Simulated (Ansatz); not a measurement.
Levels about the gap of amorphous Si₃₀N₄₅P₃ (78 atoms in a cell of 898 Å³, 2.90 g/cm³; zone centre alone, so wide bands show as single levels with stretches between that a denser mesh fills), at the geometry that PBE relaxed, where it gives -1.9 GPa on a denser mesh. The participation number counts the atoms over which a state spreads; weights are charges in smoothed Voronoi cells. The levels come from a single point, so bond lengths are those of that geometry. Method of the levels: PBE, scalar-relativistic without spin-orbit coupling (Ansatz, a quantum-chemistry and plane-wave program). Sampling: the zone centre alone; Fermi-Dirac width 0.02 eV; no spin polarisation. At PBE the levels at both edges of the gap are localised (band-tail or defect states), and the nearest spread-out levels lie 3.3 eV apart at the zone centre.

It comes from a melt-quench run on a machine-learned potential (CHGNet), relaxed afterwards by DFT. N atoms were pushed apart under 1.9 Å during the dynamics, to hinder bonds among them. The hot cell started wider than the set density and was brought back towards it in steps. It is the lowest in DFT energy of 2 quenches. It is a model cell: composition and starting density were chosen by hand, and all elements were melted together. No dispersion term was used. Its density started from a set value of 2.90 and ended at 2.90 g/cm³. The quench (nominally 380 K/ps over its main leg) was far faster than any real one, so the model tends to hold more defects than a real film. A cell of this size samples the disorder only roughly. The volume was held where the preparation left it and the shape relaxed, at a PBE pressure of -1.9 GPa (tension). Stress components on the final sampling reach 2.0 GPa. On a 2×2×2 Γ-centred mesh force components of up to 0.14 eV/Å stay, since the relaxation ran on the zone centre alone.

```tsv
E - E(highest filled), eV	filling	participation number	largest on	weight N	weight Si	weight P
-0.66	filled	20.1	N, 2 neighbours	0.89	0.10	0.01
-0.59	filled	21.2	N, 2 neighbours	0.88	0.11	0.01
-0.50	filled	13.3	N, 3 neighbours	0.88	0.11	0.01
-0.41	filled	22.2	N, 2 neighbours	0.90	0.08	0.01
-0.33	filled	20.3	N, 3 neighbours	0.91	0.08	0.01
-0.21	filled	7.7	N, 3 neighbours	0.91	0.09	0.00
0.00	filled	6.4	N, 2 neighbours	0.90	0.10	0.00
0.66	empty	4.2	Si, 3 neighbours	0.45	0.55	0.00
2.96	empty	48.9	Si, 4 neighbours	0.51	0.47	0.02
3.48	empty	28.3	Si, 4 neighbours	0.46	0.53	0.01
3.71	empty	32.3	Si, 4 neighbours	0.46	0.49	0.05
3.76	empty	31.8	Si, 4 neighbours	0.46	0.50	0.03
3.82	empty	26.0	Si, 4 neighbours	0.46	0.51	0.02
4.05	empty	51.2	Si, 4 neighbours	0.47	0.49	0.04
```

Most localised among these is the empty level at +0.66 eV, on a Si atom, which has 3 neighbours (N 1.71 Å, N 1.73 Å, N 1.74 Å).
